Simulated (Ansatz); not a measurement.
**ZrC, response to strain**

The parent structure is ZrC in the rock salt structure (space group Fm-3m, No. 225; a = 4.669 Å; relaxed with 0.1 eV smearing). Axes: x, y, z lie along the cube axes.

Strains are applied to the cell and any free atomic positions relax.

Calculations: PBEsol (Ansatz, a quantum-chemistry and plane-wave program; PAW; 420 eV plane waves; no SOC).

Notes on the quantities. energy relative to the base: free energy F; pressure: mean of the normal stresses, compression positive.

```
change                       energy relative to the base  pressure
---------------------------  ---------------------------  --------
base                                          0 meV/atom   0.0 GPa
tensor shear ε_xy = +0.29 %                +0.2 meV/atom   0.0 GPa
tensor shear ε_xy = +1.43 %                +5.1 meV/atom   0.0 GPa
tensor shear ε_xy = +1.71 %                +7.2 meV/atom   0.1 GPa
tensor shear ε_xy = +0.57 %                +0.8 meV/atom   0.0 GPa
tensor shear ε_xy = +0.86 %                +1.8 meV/atom   0.0 GPa
tensor shear ε_xy = +1.14 %                +3.2 meV/atom   0.0 GPa
tensor shear ε_xy = +2.00 %                +9.9 meV/atom   0.1 GPa
```

No phonon test of stability was made. All final runs are without spin polarisation.
